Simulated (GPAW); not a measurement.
Band structure of CaCd2 (Imma, 6 atoms in the cell).

```xyz
6
Lattice="-2.4689 3.7888 4.1979 2.4689 -3.7888 4.1979 2.4689 3.7888 -4.1979" Properties=species:S:1:pos:R:3 pbc="T T T"
Ca     0.0000     1.8944     4.5459
Ca     2.4689     1.8944    -0.3480
Cd     0.0000     3.4260     1.3815
Cd     2.4689     0.3628     2.8164
Cd     0.0000     0.3628     1.3815
Cd     2.4689     3.4260     2.8164
```

Method: LDA (Perdew-Wang 92), GPAW PAW datasets LDA (gpaw-data 1.0.1) (plane waves; GPAW).

Settings: mode = pw; ecut = 550 eV; xc = LDA; kpts = 4 4 4; mesh shift (steps) = 0 0 0; occupations.name = fermi-dirac; occupations.width = 0.1 eV; nbands = -12; convergence.forces = 0.001 eV/Å; symmetry.symmorphic = false; symmetry.tolerance = 0.0005; maxiter = 120; bandpath_npoints = 40.

The starting cell comes from a database of computed structures (which also holds hypothetical and non-ambient phases and stackings), without a prior relaxation at this level.

Levels in eV from the Fermi level, bands 31 to 38:
| point | 31 | 32 | 33 | 34 | 35 | 36 | 37 | 38 |
|---|---|---|---|---|---|---|---|---|
| Γ | -2.18 | -0.92 | -0.56 | 0.00 | 0.18 | 0.53 | 1.50 | 1.67 |
| X | -4.14 | -2.58 | -1.83 | -0.58 | 0.47 | 1.02 | 2.28 | 2.36 |
| L | -4.13 | -2.55 | -1.71 | -0.65 | 0.44 | 1.07 | 2.22 | 2.38 |
| T | -2.80 | -2.80 | -1.26 | -1.26 | 0.75 | 0.75 | 1.52 | 1.52 |
| W | -3.45 | -3.45 | -0.14 | -0.14 | 0.64 | 0.64 | 1.26 | 1.26 |
| R | -3.44 | -2.15 | -0.99 | -0.69 | 0.03 | 0.21 | 0.71 | 2.37 |
| X1 | -4.14 | -2.58 | -1.83 | -0.58 | 0.47 | 1.02 | 2.28 | 2.36 |
| Z | -4.35 | -2.65 | -0.42 | 0.44 | 1.95 | 2.04 | 2.41 | 2.74 |
| Y | -4.32 | -2.51 | -0.42 | 0.46 | 1.97 | 2.03 | 2.32 | 2.37 |
| S | -1.45 | -1.41 | -0.19 | -0.10 | 0.76 | 0.78 | 1.36 | 1.64 |

Bands cross the Fermi level along this path, so the cell is metallic at this level.
